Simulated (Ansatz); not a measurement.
Given:

```
CELL_PARAMETERS angstrom
      4.16884     0.00000     0.00000
     -2.08442     3.61032     0.00000
      0.00000     0.00000     6.77962
ATOMIC_POSITIONS crystal
  Cd 0.66667 0.33333 0.50022
  Cd 0.33333 0.66667 0.00022
  S  0.66667 0.33333 0.87678
  S  0.33333 0.66667 0.37678
```

Space group of this cell: P6_3mc, wurtzite. The cell is taken as given.

Transport runs along the normal of the first two printed cell vectors, the (001) plane of the conventional cell.

The gap is the functional's own. No spin-orbit coupling. Mid-gap values are interpolated on the energy grid.

State the band gap and the smallest decay constant κ at mid-gap according to r2SCAN run with Ansatz (a program for electronic structure).

Gap 1.62 eV on a 12×12×6 mesh; κ = 0.125 1/Å, at the zone centre.
